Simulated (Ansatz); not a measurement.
La under a change: La → K

Consider La (space group P6_3/mmc, No. 194; a = 3.7856 Å, c = 12.0327 Å).

One thing is altered: every La is replaced by K; the structure is relaxed again.

Computed with Ansatz (a quantum-chemistry and plane-wave program) r2SCAN, no spin-orbit coupling. Γ-centred 11×11×3 mesh, Fermi–Dirac width 0.05 eV, for the changed cell.

| quantity | base | changed | shift |
|---|---|---|---|
| volume per atom | 37.33 Å³ | 76.87 Å³ | +39.54 Å³ |
| lattice parameter a | 378.6 pm | 475.0 pm | +96.48 pm |
| c/a ratio | 3.179 | 3.312 | +0.1336 |
| space group | P6_3/mmc (No. 194) | P6_3/mmc (No. 194) | – |
| band gap | zero | zero | – |

Cost of the whole job for the changed cell (relaxation, final SCF and bands): about 5 core-minutes (a rough figure).

Whether these cells are dynamically stable was not tested. For K in this form, whether it has been made was not checked. This is not the structure that K has at room temperature and ambient pressure.
